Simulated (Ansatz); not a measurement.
The parent structure is Ti in the hcp (Mg type) structure (space group P6_3/mmc, No. 194; a = 2.9009 Å, c = 4.5906 Å).

Computed with Ansatz (a program for electronic structure), PBEsol, PAW, cutoff 420 eV, spin-orbit coupling left out.

Before the change:

| Quantity | Value |
|---|---|
| Lattice parameter a | 2.901 Å |
| c/a ratio | 1.582 |

The change: full substitution Ti → Zr, then cell and atoms are relaxed.

Question: What happens to the lattice parameter a and c/a ratio?

Answer: The lattice parameter a grows by 0.283 Å to 3.184 Å; the c/a ratio grows by 0.0244 (1.582 → 1.607).

Whether these cells are dynamically stable was not tested. All final runs are without spin polarisation.
